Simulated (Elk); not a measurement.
Band structure of Ba3Na (Pm-3m, 4 atoms in the cell).

```yaml
crystal:
  lattice:
    - [6.23259, 0.00000, 0.00000]
    - [0.00000, 6.23259, 0.00000]
    - [0.00000, 0.00000, 6.23259]
  atoms:
    - { symbol: Na, position: [0.00000, 0.00000, 0.00000] }
    - { symbol: Ba, position: [0.00000, 0.50000, 0.50000] }
    - { symbol: Ba, position: [0.50000, 0.00000, 0.50000] }
    - { symbol: Ba, position: [0.50000, 0.50000, 0.00000] }
```

Level of theory: PBEsol, all-electron FP-LAPW, Elk's shipped species files, default APW+lo basis run with Elk 10.2.4.

Settings: xctype = 22; stype = 0; swidth = 0.00999582 Ha; ngridk = 3 3 3; maxscl = 100.

The starting cell comes from a database of computed structures (which also holds hypothetical and non-ambient phases and stackings), without a prior relaxation at this level. Values depend on the basis (sphere radii, cutoffs, local orbitals), which need not be converged.

Levels in eV from the Fermi level, bands 32 to 39:
| point | 32 | 33 | 34 | 35 | 36 | 37 | 38 | 39 |
|---|---|---|---|---|---|---|---|---|
| Γ | -2.80 | -1.02 | -0.18 | -0.18 | 0.17 | 0.17 | 0.17 | 1.75 |
| X | -1.68 | -1.49 | -0.25 | 0.44 | 0.47 | 0.47 | 0.76 | 1.21 |
| M | -0.77 | -0.76 | -0.76 | -0.33 | 0.39 | 0.70 | 0.78 | 0.78 |
| R | -1.15 | -0.65 | -0.65 | -0.65 | 0.79 | 0.79 | 0.79 | 1.11 |

Bands cross the Fermi level along this path, so the cell is metallic at this level.
